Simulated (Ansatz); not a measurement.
Start from SiC in the zinc blende structure (space group F-43m, No. 216; a = 4.357 Å).

Computed with PBEsol/PAW in Ansatz (a quantum-chemistry and plane-wave program), spin-orbit coupling left out.

Before the change:

| Quantity | Value |
|---|---|
| Electron mass | 0.62 mₑ along k, 0.22 mₑ across (at X) |
| Smallest direct gap | 4.45 eV |

Now apply this change: every lattice vector is stretched by 1.00 %, atoms relaxed at fixed cell.

### Question
How does this affect the mean gap deformation potential ΔEg/Δln V?

### Answer
The mean gap deformation potential ΔEg/Δln V is +0.9 eV.

### Question
Estimate the effect on the electron mass.

### Answer
The electron mass changes from 0.62 mₑ along k, 0.22 mₑ across (at X) to 0.65 mₑ along k, 0.22 mₑ across (at X).

### Question
Predict the new smallest direct gap.

### Answer
The smallest direct gap decreases by 0.03 eV, from 4.45 eV to 4.42 eV.

The cells carry an imposed strain or load. Effective masses come from finite differences of ±0.01 Å⁻¹. Along k means along the line from Γ to the band edge. No phonon test of stability was made.
